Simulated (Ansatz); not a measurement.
Partial pair distribution functions of a relaxed model of amorphous silicon oxide (Si24O47), broadened by 0.06 Å; density 2.20 g/cm³. Method: PBE, scalar-relativistic without spin-orbit coupling (plane waves to 420 eV, PAW; Ansatz, a program for electronic structure). The usual formal charges leave 2 electrons over, so the level spacing at the Fermi energy parts defect or band states and needn't be the band gap. In the spin-polarised cell the level spacing at the Fermi energy can part levels of unlike spin.

The cell was made by melting and quenching with the CHGNet potential and then relaxed with DFT. O atoms were pushed apart under 1.9 Å during the dynamics, to hinder bonds among them. The hot cell started wider than the set density and was brought back towards it in steps. It is the lowest in DFT energy of 2 quenches. It is a model cell: composition and starting density were chosen by hand, and all elements were melted together. No dispersion term was used. Its density started from a set value of 2.20 and ended at 2.20 g/cm³. Cooling (nominally 480 K/ps over its main leg) ran many orders faster than in experiment, which tends to leave more defects and strain. Values belong to this one cell and scatter from quench to quench. The volume was held where the preparation left it, at a PBE pressure of -0.4 GPa (tension). Stress components on the final sampling reach 2.1 GPa.

```tsv
r (Å)	g Si-O	g Si-Si	g O-O
1.40	0.01	0.00	0.00
1.50	1.67	0.00	0.00
1.60	14.94	0.00	0.00
1.70	9.59	0.00	0.00
1.80	0.46	0.00	0.00
1.90	0.00	0.00	0.00
2.00	0.00	0.00	0.00
2.10	0.00	0.00	0.00
2.20	0.00	0.01	0.00
2.30	0.00	0.19	0.05
2.40	0.00	0.30	0.13
2.50	0.00	0.03	0.93
2.60	0.00	0.00	5.17
2.70	0.00	0.09	6.36
2.80	0.00	0.79	2.00
2.90	0.06	1.85	0.60
3.00	0.18	4.03	0.30
3.10	0.16	4.77	0.34
3.20	0.53	2.38	0.37
3.30	0.87	0.44	0.58
3.40	0.66	0.01	0.51
3.50	0.91	0.00	0.65
3.60	1.37	0.00	0.63
3.70	1.43	0.05	0.62
3.80	1.53	0.24	0.74
3.90	1.40	0.36	0.70
4.00	1.38	0.38	0.60
4.10	2.11	0.48	0.50
4.20	2.31	0.42	0.64
4.30	1.41	0.50	0.90
4.40	1.02	0.79	0.95
4.50	0.96	1.34	1.10
4.60	0.65	1.81	1.14
4.70	0.49	1.45	1.21
4.80	0.65	1.67	1.31
4.90	0.78	1.34	1.51
5.00	0.75	1.27	1.51
5.10	0.68	1.50	1.56
```

Within 1.90 Å each Si has 3.92 O neighbours on average.
